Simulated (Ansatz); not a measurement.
**Effective masses and thermopower of MgO (Fm-3m)**

Here is the system:

```
CELL_PARAMETERS angstrom
      0.00000     2.10707     2.10707
      2.10707     0.00000     2.10707
      2.10707     2.10707     0.00000
ATOMIC_POSITIONS crystal
  Mg 0.00000 0.00000 0.00000
  O  0.50000 0.50000 0.50000
```

Level of theory: PBE, rigid bands (plane waves, PAW, scalar-relativistic; Ansatz, a quantum-chemistry and plane-wave program). Geometry: cell and atoms relaxed with PBEsol.

```
Quantity                                                                                                                                                       Value
---------------------------------------------------------------------------------------------------------------------------------------  ---------------------------
band gap                                                                                                                                                     4.73 eV
electron conductivity mass (300 K, dilute)                                                                                                                   0.36 mₑ
hole conductivity mass (300 K, dilute)                                                                                                                        2.3 mₑ
effective density of states N_c (300 K)                                                                                                                  5.2e18 cm⁻³
effective density of states N_v (300 K)                                                                                                                  3.1e20 cm⁻³
density-of-states mass, electrons                                                                                                                            0.35 mₑ
density-of-states mass, holes                                                                                                                                 5.3 mₑ
Seebeck coefficient, n-type 1e19 cm⁻³, 300 K                                                                                                               -173 μV/K
best n-type power factor at 300 K for τ = 10 fs (best axis; densities from 1e16 to 1e21 cm⁻³ tried, whether or not they can be reached)  2.4 μW/(cm·K²) at 3e19 cm⁻³
Seebeck coefficient, p-type 1e19 cm⁻³, 300 K                                                                                                                509 μV/K
```

Rigid bands; masses and Seebeck coefficients take one relaxation time τ for all states and one kind of carrier; polarons and phonon drag are left out. Spin-orbit coupling is left out. Geometry: cell and atoms relaxed with PBEsol.
